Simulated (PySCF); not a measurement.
PySCF 2.14.0, R2SCAN/def2-svp, df: Al(Br)(Vi)(NH2) (C=[CH][Al]([NH2])[Br]), 10 atoms. The geometry is a generated start, not checked to be a minimum at this level.

```yaml
task: energy
method: r2scan
basis: def2-svp
two_electron_scheme: density fitting
mol.max_memory: 3000 MB
mf.max_cycle: 100
mf.init_guess: minao (default)
mf.DIIS: CDIIS (default)
mf.conv_tol: 1e-09 (default)
mf.grids.level: 3 (default)
basis_functions: 117
grid_points: 130784
```

```xyz
10

Al    -0.8637     0.2123     0.5551
Br    -3.0726     0.1959     1.0514
C     -0.2665    -0.8510    -0.9958
C      0.9914    -0.8070    -1.4290
H     -0.9618    -1.5017    -1.5323
H      1.3454    -1.3786    -2.2778
H      1.7322    -0.1825    -0.9503
N      0.1487     1.2080     1.6189
H     -0.2084     1.8147     2.3482
H      1.1553     1.2900     1.6115
```

One run each on 2 threads, 1 BLAS thread. Values of diis_space tried: 3, 5, 8 (default), 12, 20.

Problem. Which value of diis_space needs the fewest Fock builds, and what happens away from it?

Solution. Fewest Fock builds, within one of each other: 8 (default) with 12, 12 with 12, 20 with 12. The count rises to 23 at 3. All converge to one solution.

| diis_space | Fock builds | end |
|---|---|---|
| 3 | 23 | same solution |
| 5 | 14 | same solution |
| 8 (default) | 12 | same solution |
| 12 | 12 | same solution |
| 20 | 12 | same solution |
